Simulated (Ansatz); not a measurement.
Consider a periodic stack without vacuum, rock-salt TiN (1 1 1) on Si0.75Ge0.25, ordered (1 1 1), Ga on 2 of 4 substrate sites at each interface (film strained to the substrate, started from cuts of the bulks and a machine-learned relaxation; slabs Ge8Ga4Si28 and N28Ti28, which can lie off the formulas): substrate slab Ge8Ga4Si28, film N28Ti28, surface cells [[0, 1], [-2, 0]] and [[1, -3], [3, -2]], film strained by -1.5 and -1.5 %, outermost planes Si/GeSi and N/Ti as cut, which need not be the usual terminations and can put a slab off its formula. Its start:

```xyz
96
Lattice="7.8244 0.0000 0.0127 3.9120 6.7760 0.0019 -3.7054 -1.9938 26.0193" Properties=species:S:1:pos:R:3 pbc="T T T"
Ge     2.1132     2.9080     1.9994
Ge     3.9590     6.0406     1.7882
Ge     5.9419     5.2377     4.9916
Ge     4.0430     1.9130     4.9987
Ge     5.8586     0.7707     8.2168
Ge     7.8211     4.1487     8.2365
Ge     1.9266     3.0396    11.5719
Ge    -0.0610    -0.3327    11.3324
Ga     5.7031     5.1974    14.6139
Ga     3.9822     1.7846    14.7552
Si     6.2597     3.0140     1.4852
Si     7.6529     6.6621     1.6487
Ga     5.9669     0.6605     1.0303
Ga     8.2898     4.4265     1.0781
Si     4.0892     3.7179     0.9485
Si     1.6521     0.8256     0.9225
Si     9.7813     5.3095     5.0218
Si     7.8495     1.8506     4.9915
Si     1.9943     3.0255     4.3709
Si     3.9336     6.3495     4.2282
Si     7.8500     6.4449     4.1248
Si     6.0233     3.0106     4.0160
Si     1.9517     0.7796     8.1840
Si     3.9010     4.1556     8.2089
Si     5.8471     5.2952     7.4348
Si     3.8926     1.9206     7.4270
Si     7.8384     1.8820     7.3712
Si     9.7940     5.2745     7.3954
Si     5.8299     3.0414    11.4027
Si     3.8320    -0.3424    11.3762
Si     5.7730     0.8065    10.6270
Si     7.7731     4.1774    10.6582
Si     3.8945     4.1446    10.5864
Si     1.9345     0.7924    10.5547
Si     1.8483     5.6450    14.6040
Si     0.0397     1.8787    14.6285
Si     1.9709     3.2637    14.6817
Si    -0.0776    -0.2720    13.7023
Si     3.7332    -0.3808    13.7311
Si     5.9067     2.9391    13.7612
N      2.4086     3.3082    16.3684
N      7.4175     4.3066    16.4719
N      4.7035     5.2656    16.3732
N      5.7822    -0.5773    16.3101
N      3.0080     0.4823    16.3962
N      0.1439     1.3957    16.3171
N      5.1412     2.3134    16.3839
N      4.6555     0.7373    18.7848
N      1.8301     1.7164    18.7806
N      6.8718     2.6656    18.7731
N      4.0804     3.6637    18.7878
N      1.3079     4.6277    18.7480
N      2.4089    -1.1820    18.7690
N     -0.3813    -0.2159    18.7353
N      2.9699     4.9484    21.2593
N      4.0901    -0.8635    21.2498
N      1.2865     0.1069    21.2532
N      6.3189     1.0715    21.2712
N      3.5215     2.0382    21.2606
N      0.7217     3.0127    21.2537
N      5.7673     3.9784    21.2483
N      5.1979     2.3461    23.7962
N      2.4043     3.3340    23.7624
N      7.4173     4.3139    23.7871
N      0.7507    -1.4939    23.7694
N     -2.0591    -0.5342    23.7812
N      2.9555     0.4164    23.7738
N      0.1545     1.4096    23.7861
Ti     3.5233     2.0225    17.5249
Ti     0.6951     3.0189    17.4158
Ti     5.7577     3.9521    17.4340
Ti     3.0039     4.9634    17.3948
Ti     4.0768    -0.8674    17.3965
Ti     1.3241     0.1002    17.3977
Ti     6.3042     1.0754    17.4174
Ti    -2.0507    -0.5460    19.9605
Ti     2.9664     0.4227    19.9825
Ti     0.1652     1.3914    19.9680
Ti     5.2034     2.3594    19.9901
Ti     2.3988     3.3380    19.9733
Ti     7.4444     4.2976    19.9665
Ti     0.7317    -1.5011    19.9691
Ti     4.0924     3.6515    22.4572
Ti     1.2853     4.6355    22.4662
Ti     2.4098    -1.1823    22.4715
Ti    -0.3872    -0.2024    22.4876
Ti     4.6526     0.7423    22.4904
Ti     1.8297     1.7169    22.4659
Ti     6.8691     2.6804    22.4958
Ti    -1.5066     1.0578    25.0455
Ti     3.4756     2.0060    24.8638
Ti     0.7148     3.0717    24.9016
Ti     5.7214     3.9608    24.9169
Ti    -0.8951    -1.8427    24.8698
Ti     4.0818    -0.8613    24.9600
Ti     1.2882     0.1447    24.9596
```

The start was prepared with a machine-learned potential, and the result is one local minimum, with the in-plane cell held and forces under 0.04 eV/Å; the film can end far from its bulk form.

Computed with PBE (plane waves to 420 eV, PAW; Ansatz, a quantum-chemistry and plane-wave program). Scalar-relativistic, without spin–orbit coupling; the runs are not spin-polarised; PBE gaps are too small against experiment. Its k-point mesh 4×4×1, Fermi–Dirac width 0.05 eV.

**Question.** Predict the relaxed interface.

**Answer.** The interface area is 53.0 Å², the period is 25.78 Å and the heights between the nearest atoms of the two slabs at the two interfaces is 1.71 and 1.97 Å. The Si–Ti contacts across the interfaces within 1.22 times the sum of covalent radii comes out as 14, mean 2.87 Å and the Ga–Ti contacts across the interfaces within 1.22 times the sum of covalent radii is 9, mean 2.88 Å. The Ge–Ti contacts across the interfaces within 1.22 times the sum of covalent radii is 3, mean 3.03 Å. The N–Si contacts across the interfaces within 1.22 times the sum of covalent radii is 3, mean 1.80 Å.
